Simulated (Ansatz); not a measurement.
Functionals compared on the (111) surface of cubic SrTiO3 (a phase of room or higher temperature, not the 0 K ground state) in its 1x1 cell (cut with top plane Ti, bottom plane Ti), relaxed from an ideal cut (the real face may reconstruct), outermost plane spacing 1.14 Å in the ideal cut (one of several cuts of this face), with 1 Ti a cell over the bulk's ratio, in Ansatz (plane waves, PAW). The structure was relaxed with PBE; the other rows are single points on it, each with its references at the same level. Cutoff 420 eV (500 eV for r2SCAN).

Slab: 26 atoms, O15Sr5Ti6, 11.4 Å thick at the start; k 5x5x1, smearing 0.025 eV, dipole-corrected; all atoms relaxed; start symmetry kept, larger cells not searched; no spin (no spin-polarised run to compare, though such a face may carry moments), no spin-orbit, no U. The slab shows no gap on its mesh. These notes are the PBE run's.

```json
[
 {"functional": "PBE", "work function of the top face (eV)": "3.39", "ionisation potential (eV)": "6.28", "rough cost of the single point": "–"},
 {"functional": "LDA", "work function of the top face (eV)": "…", "ionisation potential (eV)": "…", "rough cost of the single point": "about 80 core-seconds (a rough figure)"},
 {"functional": "PBEsol", "work function of the top face (eV)": "3.41", "ionisation potential (eV)": "6.25", "rough cost of the single point": "roughly 80 core-seconds"},
 {"functional": "RPBE", "work function of the top face (eV)": "3.29", "ionisation potential (eV)": "6.22", "rough cost of the single point": "around 70 core-seconds (rough)"},
 {"functional": "r2SCAN", "work function of the top face (eV)": "3.57", "ionisation potential (eV)": "6.85", "rough cost of the single point": "about 2.3 core-minutes (a rough figure)"}
]
```

Problem. Fill in the missing entries.

Solution. 
- LDA, work function of the top face (eV): 3.53
- LDA, ionisation potential (eV): 6.34

Ansatz is an electronic-structure program.
